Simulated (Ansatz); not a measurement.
A computed series for hypothetical zinc blende KI: pressure series

The parent structure is KI in the zinc blende structure (space group F-43m, No. 216; a hypothetical phase, not in the database extracts checked).

Space group F-43m (No. 216); a = 7.850 Å, b = 7.850 Å, c = 7.850 Å, α = 90.00°, β = 90.00°, γ = 90.00°

```
atom  site  symmetry       x       y       z
----  ----  --------  ------  ------  ------
I       4c      -43m  0.2500  0.2500  0.2500
K       4a      -43m  0.0000  0.0000  0.0000
```
(The calculation used a cell of 2 atoms; values per cell refer to that cell.)

Cell and atoms are relaxed at each pressure.

Method: PBEsol in Ansatz (plane waves to 420 eV, PAW, scalar-relativistic without spin-orbit coupling).

Candidates:
(a) pressure 3 GPa
(b) pressure 5 GPa
(c) pressure 1.5 GPa
(d) pressure 10 GPa

Before the change:

| Property | Value |
|---|---|
| Band gap | 3.97 eV |

Task: Order them by band gap, highest first.

Result: (d) pressure 10 GPa (4.54 eV), (b) pressure 5 GPa (4.39 eV), (a) pressure 3 GPa (4.28 eV), (c) pressure 1.5 GPa (4.16 eV)

With I present, leaving out spin-orbit coupling can change the band edges. Load acts through the strain it causes; cell and atoms are relaxed under it. No phonon test of stability was made. No other phases were tried under pressure.

Ansatz is a first-principles code.
